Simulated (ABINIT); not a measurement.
Short convergence ladders for Tc (P6_3/mmc, 2 atoms in the cell)

```
Tc
1.0
    1.36315    -2.36104     0.00000
    1.36315     2.36104     0.00000
    0.00000     0.00000     4.36805
Tc
2
Direct
  0.33333   0.66667   0.25000
  0.66667   0.33333   0.75000
```

Base method: PBEsol, PAW (JTH v2.0 PBE PAW, files made for PBE) (plane waves; ABINIT).

Base settings: pseudos = [Tc.GGA_PBE-JTH.xml]; ecut = 20 Ha; pawecutdg = 40 Ha; pawxcdev = 0; ixc = -116133; occopt = 7; tsmear = 0.1 eV; ngkpt = 6 6 4; nshiftk = 1; shiftk = 0 0 0.

The count of work is k-points × plane waves × bands × iterations; it is no time. Core times come from one kind of shared machine, to one figure; runs under 30 s give none.

**The size of a vacancy's supercell**

On Tc (P6_3/mmc, 4 atoms in the cell), and larger cells.

Steps: 2 x 1 x 1 supercell, one Tc atom taken out, nothing relaxed; 2 x 2 x 1 supercell, one Tc atom taken out, nothing relaxed; and so on, with the mesh thinned in proportion.

Only quantities that move along the ladder and can be compared are tabulated.

| atoms | unrelaxed vacancy energy (eV) | count of work / last | core time / last (rough) |
|---|---|---|---|
| 4 | 2.993 | 0.24 | 0.1 |
| 8 | 3.166 | 0.35 | 0.3 |
| 16 | 3.395 | 1.0 | 1 |

Smallest size that holds the unrelaxed vacancy energy within 0.1 eV: not settled: the last two steps still differ by 0.23 eV, over half the tolerance, so the ladder does not show it.

**The force threshold of a relaxation**

On Tc (P-3m1, 2 atoms in the cell): one atom moved by 0.15 angstrom.

In this ladder: kptopt = 2; ionmov = 22; ntime = 40.

The mesh stays at the base's, so the ladder's end is converged at best in this setting alone.

Only quantities that move along the ladder and can be compared are tabulated.

| tolmxf | free energy less the last step's (meV/atom) | largest force left (eV/Å) | relaxation steps | core time / last (rough) |
|---|---|---|---|---|
| 0.00389 Ha/bohr | 0.88 | 0.1156 | 3 | 0.8 |
| 0.000972 Ha/bohr | 0.04 | 0.0254 | 4 | 0.8 |
| 0.000389 Ha/bohr | 0.00 | 0.0025 | 5 | 0.7 |
| 9.72e-05 Ha/bohr | 0.00 | 0.0025 | 5 | 1.0 |
| 1.94e-05 Ha/bohr | 0.00 | 0.0000 | 6 | 1 |

Coarsest tolmxf that holds the free energy within 0.05 meV/atom of the last step, with all finer ones: 0.000972 Ha/bohr; the step before is off by 0.88 meV/atom.

Coarsest tolmxf that holds the largest force left within 0.005 eV/Å of the last step, with all finer ones: 0.000389 Ha/bohr; the step before is off by 0.025 eV/Å.

On the base run: the starting cell has typed, rounded lattice constants, without a prior relaxation at this level. Its lattice was rescaled by up to half a per cent. Spin polarisation is off. The potentials were made for another functional than the one used. Without a gap this mesh is coarse (it stands for a supercell whose shortest vector is 16 Å).
